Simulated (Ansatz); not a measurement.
HfC in the rock salt structure (space group Fm-3m, No. 225)

```cif
data_C4Hf4
_chemical_formula_sum 'C4 Hf4'
_space_group_name_H-M_alt 'Fm-3m'
_space_group_IT_number 225
_space_group_name_Hall '-F 4 2 3'
_cell_length_a 4.60723
_cell_length_b 4.60723
_cell_length_c 4.60723
_cell_angle_alpha 90.000
_cell_angle_beta 90.000
_cell_angle_gamma 90.000
loop_
_atom_site_label
_atom_site_type_symbol
_atom_site_symmetry_multiplicity
_atom_site_Wyckoff_symbol
_atom_site_fract_x
_atom_site_fract_y
_atom_site_fract_z
_atom_site_occupancy
C1 C 4 a 0.00000 0.00000 0.00000 1
Hf1 Hf 4 b 0.50000 0.50000 0.50000 1
```
(The calculation used a cell of 2 atoms; values per cell refer to that cell.)

Level of theory: PBEsol/PAW in Ansatz (a quantum-chemistry and plane-wave program), spin-orbit coupling left out. Settings: 17×17×17 k-points, 0.05 eV Fermi–Dirac smearing.

The volume per atom is 12.22 Å³ and the density is 12.94 g/cm³. The band gap is zero and the total energy is -7923.353 eV/atom (σ→0; compares only within this code and set-up).

Stability against distortions was not tested. The final runs are not spin-polarised.
